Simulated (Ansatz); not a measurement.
SnO, pressure series

Consider SnO in the litharge type structure (space group P4/nmm, No. 129; layered, stacked along the Cartesian z axis).

SnO is taken in the tetragonal space group P4/nmm, origin choice 1 (No. 129), Pearson symbol tP4. Lattice parameters: a = b = 3.7934 Å, c = 4.7643 Å, α = β = γ = 90.00°. Sn on 2c is surrounded by 4 O at 2.216 Å. O on 2a has 4 Sn at 2.216 Å (tetrahedral). (Neighbours: up to the widest gap in distance over summed covalent radii, below 1.35, at either atom; cation-cation and far metal-metal contacts left out.)

Cell and atoms are relaxed at each pressure.

All numbers come from r2SCAN+rVV10 in Ansatz (plane waves to 500 eV, PAW, scalar-relativistic without spin-orbit coupling).

| P (GPa) | V (Å³/atom) |
|---|---|
| 0.90 | 16.712 |
| 2.12 | 16.281 |
| 4.51 | 15.595 |
| 9.01 | 14.750 |
| 15.01 | 13.969 |
| 22.52 | 13.274 |
| 30.01 | 12.750 |

A third-order Birch–Murnaghan fit to these points gives V₀ = 17.11 Å³/atom, B₀ = 34 GPa and B₀′ = 8.0. At pressure 30 GPa the volume is 74.5 % of V₀.

The mesh was chosen for an insulator and is coarse for the gapless case. Load acts through the strain it causes; cell and atoms are relaxed under it. Stability against distortions was not tested. No other phases were tried under pressure. All final runs are without spin polarisation.

Ansatz is a first-principles code.
